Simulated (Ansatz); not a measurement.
SrCuO$_{2}$ (space group Cmcm, No. 63)

SrCuO2 is modelled in the orthorhombic space group Cmcm (No. 63), Pearson symbol oS16. Conventional cell: a = 3.5751 Å, b = 16.0343 Å, c = 3.9113 Å, α = β = γ = 90.00°. Sr on 4c is coordinated by 7 O at 2.452–2.657 Å. Cu on 4c is surrounded by 4 O at 1.881–1.959 Å (square planar). O1 on 4c sees 1 Cu at 1.881 Å and 1 Sr at 2.452 Å and 4 Sr at 2.657 Å (octahedral). O2 on 4c sees 3 Cu at 1.881–1.959 Å and 2 Sr at 2.539 Å. (Neighbours: up to the widest gap in distance over summed covalent radii, below 1.35, at either atom; cation-cation and far metal-metal contacts left out.)
(The calculation used a cell of 8 atoms; values per cell refer to that cell.)

All numbers come from PBEsol (Ansatz, a first-principles code; PAW; 420 eV plane waves; spin-orbit coupling left out). Settings: 10×10×9 k-points, 0.05 eV Fermi–Dirac smearing.

```json
{
 "volume_per_atom": "14.01 Å³",
 "density": "5.43 g/cm³",
 "band_gap": "zero",
 "total_energy": "-2801.168 eV/atom (σ→0; compares only within this code and set-up)"
}
```

No phonon test of stability was made. No Hubbard U is applied and the magnetic state is the run's own (SrCuO2 not spin-polarised); small cells can't hold the antiferromagnetic order that many such compounds have, so gaps and moments can be off. All final runs are without spin polarisation.
